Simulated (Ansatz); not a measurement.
Consider BN (space group Pm-3n, No. 223; a hypothetical phase, not in the database extracts checked).

```
BN
1.0
    4.41933     0.00000     0.00000
    0.00000     4.41933     0.00000
    0.00000     0.00000     4.41933
B N
6 6
Direct
  0.25000   0.00000   0.50000
  0.50000   0.25000   0.00000
  0.50000   0.75000   0.00000
  0.75000   0.00000   0.50000
  0.00000   0.50000   0.75000
  0.00000   0.50000   0.25000
  0.25000   0.50000   0.00000
  0.00000   0.25000   0.50000
  0.00000   0.75000   0.50000
  0.75000   0.50000   0.00000
  0.50000   0.00000   0.75000
  0.50000   0.00000   0.25000
```

Cartesian axes are those of the cell as printed.

All numbers come from PBEsol (Ansatz, an electronic-structure program; PAW; 420 eV plane waves; without spin-orbit coupling).

For the base:

- Valence-band top at Γ: 0.00, 0.00, 0.00 eV

Now apply this change: biaxial strain −3.61 %, plane normal [001], relaxed out of plane (Cartesian); in-plane vectors clamped, the third vector and the atoms free.

Problem. Predict the new in-plane stress.

Solution. The mean in-plane stress (compression positive) comes out as +31.9 GPa.

Problem. Predict the new valence-band top at Γ.

Solution. The valence-band top at Γ (three highest levels, from the VBM) becomes 0.00, 0.00, -1.12 eV (base: 0.00, 0.00, 0.00 eV).

The levels and masses belong to the bands next to the band gap. Stability against distortions was not tested.
